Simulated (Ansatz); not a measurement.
**Lattice parameter c of SiRh (model structure, started from the TiAs type, P6₃/mmc, No. 194, 8 atoms in the cell) at several levels of theory**

No measured value is used here.

| level (code) | value (Å) |
|---|---|
| PBE (Ansatz) | 9.326 |
| PBEsol (Ansatz) | 9.145 |
| PBE-D3(BJ) (Ansatz) | ? |

**Question.** Fill in the missing entries.

**Answer.** 
- PBE-D3(BJ) (Ansatz, a program for electronic structure), value (Å): 9.179

Ansatz's density-functional and Hartree–Fock values are scalar-relativistic unless marked +SOC, with PAW data made under PBE.

A model structure was made by putting elements into a prototype or built by hand; it is no filed structure, need not be a known phase, and can be a saddle point held by its symmetry.
